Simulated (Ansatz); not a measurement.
Bond-angle distributions (per cent of the angles at each element, bins of 10°) of a relaxed model of amorphous silicon oxide (Si$_{24}$O$_{47}$) at 2.14 g/cm³. All values below come from PBE, scalar-relativistic without spin-orbit coupling (plane waves to 420 eV, PAW; Ansatz, a quantum-chemistry and plane-wave program). The usual formal charges leave 2 electrons over, so the level spacing at the Fermi energy parts defect or band states and needn't be the band gap.

A CHGNet melt-quench gave the starting glass, which DFT then relaxed. O atoms were pushed apart under 1.9 Å during the dynamics, to hinder bonds among them. The hot cell started wider than the set density and was brought back towards it in steps. It is the lowest in DFT energy of 2 quenches. It is a model cell: composition and starting density were chosen by hand, and all elements were melted together. No dispersion term was used. Its density started from a set value of 2.25 and ended at 2.14 g/cm³. The quench (nominally 150 K/ps over its main leg) was far faster than any real one, so the model tends to hold more defects than a real film. Values belong to this one cell and scatter from quench to quench. Volume and shape were free in the relaxation.

Bonds are counted up to Si-Si 2.60 Å, Si-O 2.00 Å, O-O 1.58 Å. Two cations that share two anions don't count as bonded, nor two that share one unless they lie closer than Si-Si 2.38 Å.

```csv
angle (°),at Si,at O
50-60,0,0
60-70,0,0
70-80,1,0
80-90,1,4
90-100,3,0
100-110,53,0
110-120,40,4
120-130,1,24
130-140,1,24
140-150,0,18
150-160,0,18
160-170,1,6
170-180,0,0
```

They go with these counts of neighbours within the cut-offs, cation contacts included: Si mean 4.0, most often 4; O mean 2.0, most often 2.
